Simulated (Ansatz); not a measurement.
Base system: BN in the zinc blende structure (space group F-43m, No. 216; a = 3.606 Å). Axes: x, y, z lie along the cube axes.

All numbers come from PBEsol in Ansatz (plane waves to 420 eV, PAW, no SOC).

One thing is altered: the cell is stretched by 1.00 % along z with no lateral relaxation, atoms relaxed at fixed cell.

**Question.** Predict the stress tensor and what it implies for the stiffness.

**Answer.** Stress of the strained cell less that of the base (GPa, compression positive):
```
  -1.73    0.00    0.00
   0.00   -1.73    0.00
   0.00    0.00   -7.84
```

Then −Δσ_ii/ε with ε = 0.0100 gives relaxed-ion elastic constants: C33 ≈ 784 GPa, C13 ≈ 173 GPa and C23 ≈ 173 GPa.

Whether these cells are dynamically stable was not tested.

Ansatz is an electronic-structure program.
